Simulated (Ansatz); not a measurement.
Data:

```xyz
5
Lattice="3.9775 0.0000 0.0000 0.0000 3.9775 0.0000 0.0000 0.0000 3.9880" Properties=species:S:1:pos:R:3 pbc="T T T"
K      1.9887     1.9887     1.9940
Ta     0.0000     0.0000     0.0000
O      0.0000     1.9887     0.0000
O      1.9887     0.0000     0.0000
O      0.0000     0.0000     1.9940
```

The numbers are results of PBEsol with spin-orbit coupling, rigid bands (plane waves, PAW; Ansatz, a first-principles code), not measurements. Condition of this run: biaxial stress xx = yy = 1 GPa (compression positive) (the target of the relaxation). How the cell was made: cell and atoms relaxed with PBEsol, then loaded as said.

### Question
What conductivity effective mass do dilute electrons have at 300 K?

### Answer
0.46 (x), 0.46 (y), 0.44 (z) mₑ.

### Question
What conductivity effective mass do dilute holes have at 300 K?

### Answer
2.1 (x), 2.1 (y), 1.95 (z) mₑ.

### Question
And the band gap?

### Answer
2.00 eV at this level; semilocal functionals usually fall short of the measured gap.

Rigid bands, one relaxation time for all states, no polarons.
